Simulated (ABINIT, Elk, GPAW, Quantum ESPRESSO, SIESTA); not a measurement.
## One structure in several programs: Cu (Fm-3m, 1 atom in the cell)

Self-consistent single point, at a second geometry (lattice scaled by 0.98). First geometry:

```xyz
1
Lattice="0.0000 1.8066 1.8066 1.8066 0.0000 1.8066 1.8066 1.8066 0.0000" Properties=species:S:1:pos:R:3 pbc="T T T"
Cu     0.0000     0.0000     0.0000
```

Shared settings, as Quantum ESPRESSO writes them: occupations = smearing; smearing = fermi-dirac; degauss = 0.0099958 Ry; K_POINTS = automatic 16 16 16 0 0 0. Potentials and cutoffs stand in the table.

```csv
code,model,ΔF from the first geometry (meV/atom),pressure (GPa),cutoff
ABINIT,"PBE, PAW (JTH v2.0 PBE PAW)",30.4,12.05,60 Ry
Quantum ESPRESSO,"PBE, SSSP 1.1.2 precision (PBE) pseudopotentials",32.8,9.97,75 Ry
GPAW,"PBE, GPAW PAW datasets PBE (gpaw-data 1.0.1)",38.7,14.07,850 eV
Elk,"PBE, all-electron FP-LAPW, Elk's shipped species files, APW+lo basis with extra local orbitals",31.4,–,rgkmax 7.5
SIESTA,"GGA PBE, numerical atomic orbitals DZP, PseudoDojo PBE standard norm-conserving potentials (rewritten from UPF to PSML)",9.4,5.82,grid 350 Ry
```

For Quantum ESPRESSO (by 2.6 GPa) the energy change implies a higher mean pressure, against the two pressures, than for the other programs: a sign of finite-basis (Pulay) stress.

A dash marks a value that a program does not give, or that is left out as unsure.

On ABINIT's run: spin polarisation is off.

The spread over the programs that give each value: ΔF from the first geometry within 29.3 meV/atom; pressure within 8.25 GPa.

SIESTA uses small atom-centred bases, whose incompleteness enters pressures, forces and empty levels differently from a plane-wave cutoff. Elk treats all electrons, but the usual bases taken here (sphere radii, linearisation, local orbitals, empty states) were not tested for convergence, so the values are no reference for the others.

The starting cell comes from a database of computed structures (which also holds hypothetical and non-ambient phases and stackings), without a prior relaxation at this level. Its lattice was rescaled by a random factor within 2.5 % of one. For this run, on top of that: lattice scaled by 0.98.

Left out of this page: FLEUR (with a known weakness of the program).
